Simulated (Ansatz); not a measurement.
**GaN under a change: pressure −2 GPa**

Start from GaN in the zinc blende structure (space group F-43m, No. 216; a = 4.498 Å).

The change: a negative pressure, −2 GPa.

Method: PBEsol (Ansatz, a program for electronic structure), scalar-relativistic without spin-orbit coupling. Γ-centred 13×13×13 mesh, Fermi–Dirac width 0.05 eV.

```csv
quantity,base,changed,shift
volume per atom,11.38 Å³,11.50 Å³,+0.12 Å³
density,6.11 g/cm³,6.04 g/cm³,-0.07 g/cm³
lattice parameter a,4.498 Å,4.514 Å,+0.016 Å
shortest interatomic distance,1.948 Å,1.955 Å,+0.007 Å
enthalpy H = E + PV relative to the base's energy,–,-0.14 eV/atom,–
band gap,1.70 eV,1.63 eV,-0.07 eV
gap character,direct at Γ,direct at Γ,–
width of the top valence band,3.72 eV,3.67 eV,-0.05 eV
electron mass,0.15 mₑ (at Γ),0.15 mₑ (at Γ),–
"hole mass (degenerate bands, along [100])","0.16, 0.86, 0.86 mₑ (at Γ)","0.15, 0.87, 0.87 mₑ (at Γ)",–
```

Load acts through the strain it causes; cell and atoms are relaxed under it. Effective masses come from finite differences of ±0.01 Å⁻¹. Stability against distortions was not tested. This is not the structure that GaN has at room temperature and ambient pressure.
